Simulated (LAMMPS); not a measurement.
System: Si (diamond structure), 1000 atoms, at 1010 K and 0 GPa, heated as the crystal.

All values are model results, not measurements: classical MD, pair style meam, file AlSiMgCuFe.meam; code LAMMPS.

Starting crystal:

```
Si
1.0
    5.43100     0.00000     0.00000
    0.00000     5.43100     0.00000
    0.00000     0.00000     5.43100
Si
8
Direct
  0.00000   0.00000   0.50000
  0.25000   0.75000   0.25000
  0.00000   0.50000   0.00000
  0.25000   0.25000   0.75000
  0.50000   0.00000   0.00000
  0.75000   0.75000   0.75000
  0.50000   0.50000   0.50000
  0.75000   0.25000   0.25000
```

**Question.** Give the state found, the mean frequency of the velocity spectrum, the enthalpy per atom, the density, the volume per atom as this potential yields it.

**Answer.** state found: crystal; no diffusion seen in 30 ps; mean frequency of the velocity spectrum: 14.3 THz; enthalpy per atom: -4.3533 ± 0.0004 eV; density: 2.2319 ± 0.0002 g/cm³; volume per atom: 20.895 ± 0.002 Å³.
